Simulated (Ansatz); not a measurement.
Functionals compared on OH on the (0001) surface of wurtzite GaN (2x2 N adatom at H3; a constructed slab, bottom: 3 H on 4 bottom sites), one in a cell of 36 Å², started at the site 'hollow N-N-N over Ga at depth 1.8 Å', in Ansatz (plane waves, PAW). The structure was relaxed with PBE; the other rows are single points on it, each with its references at the same level. Cutoff 420 eV (500 eV for r2SCAN). The points keep PBE's geometry, so the relaxation of a polaron and the settling of charge on one site are left out.

Host crystal: wurtzite GaN, with a band gap (PBE, scalar-relativistic without spin-orbit coupling).

Slab: 46 atoms, 13.4 Å thick at the start with caps and adatoms under the adsorbate (thin: gaps and levels are the slab's own); k 4x4x1, smearing 0.01 eV, dipole-corrected; 23 atoms held, the rest relaxed; no symmetry held; spin-polarised, ending with about 1.0 μB a cell; orders that need a larger cell were not tried, no spin-orbit, no U, no dispersion correction. At the end it is bonded to Ga. In PBE it is, or lies within 0.03 eV of, the lowest of the starts that converged. These notes are the PBE run's. r2SCAN: The program's check for a lower electronic state was not made. Adsorption energies are against H2O(g) − ½ H2(g). A negative adsorption energy means that the adsorbate is more stable on the surface than in its reference.

```tsv
functional	adsorption energy (eV)	gap of the slab on its k-mesh (eV)	highest filled level below the top vacuum level (eV)	magnetic moment of the cell (μB)
PBE	-0.35	1.00	6.27	1.00
RPBE	-0.27	1.06	6.15	1.00
r2SCAN	…	…	…	1.00
```

Problem. Fill in the missing entries.

Solution. 
- r2SCAN, adsorption energy (eV): -0.78
- r2SCAN, gap of the slab on its k-mesh (eV): 1.70
- r2SCAN, highest filled level below the top vacuum level (eV): 6.42

Ansatz is a first-principles code.
